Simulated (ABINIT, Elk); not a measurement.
An ABINIT input for a self-consistent single point of KMgH3 (Pm-3m, 5 atoms in the cell) (DFT, LDA (PW92), plane waves, PAW (JTH v2.0 LDA PAW)):

```
# KMgH3, JTH v2.0 LDA PAW
pp_dirpath "./"
pseudos "K.LDA_PW-JTH.xml, Mg.LDA_PW-JTH.xml, H.LDA_PW-JTH.xml"
acell 3*1.0
rprim
         7.3856884225    0.0000000000    0.0000000000
         0.0000000000    7.3856884225    0.0000000000
         0.0000000000    0.0000000000    7.3856884225
natom 5
ntypat 3
znucl 19 12 1
typat 1 2 3 3 3
xred
         0.0000000000    0.0000000000    0.0000000000
         0.5000000000    0.5000000000    0.5000000000
         0.5000000000    0.0000000000    0.5000000000
         0.0000000000    0.5000000000    0.5000000000
         0.5000000000    0.5000000000    0.0000000000
ecut 30
pawecutdg 60
pawxcdev 0
ixc 7
occopt 1
nband 13
kptopt 1
ngkpt 4 4 4
nshiftk 1
shiftk 0 0 0
nstep 50
tolvrs 1.0e-11
diemac 4
prtwf 0
prtden 0
```

Q: Translate this input to Elk.

A: One input that does it (others would too):

```
tasks
  0

rgkmax
  7.5

gmaxvr
  14.0

nxlo
  2

lorbcnd
  .true.

rmtscf
  0.98

lmaxi
  2

stype
  0

swidth
  0.0001

maxscl
  100

scale
  1.889726125

avec
    3.9083380000    0.0000000000    0.0000000000
    0.0000000000    3.9083380000    0.0000000000
    0.0000000000    0.0000000000    3.9083380000

sppath
  'species/'

atoms
  3
  'K.in'
  1
  0.0000000000  0.0000000000  0.0000000000    0.0 0.0 0.0
  'Mg.in'
  1
  0.5000000000  0.5000000000  0.5000000000    0.0 0.0 0.0
  'H.in'
  3
  0.5000000000  0.0000000000  0.5000000000    0.0 0.0 0.0
  0.0000000000  0.5000000000  0.5000000000    0.0 0.0 0.0
  0.5000000000  0.5000000000  0.0000000000    0.0 0.0 0.0

ngridk
  4 4 4
```

Basis, cutoffs, solver keys and any potentials are the target program's own. This input uses DFT, LDA (PW92), all-electron FP-LAPW, Elk's shipped species files, APW+lo basis with extra local orbitals. LDA parametrisations can differ slightly between programs.

The starting cell comes from a database of computed structures (which also holds hypothetical and non-ambient phases and stackings), without a prior relaxation at this level. For this run, on top of that: lattice scaled by 0.98.
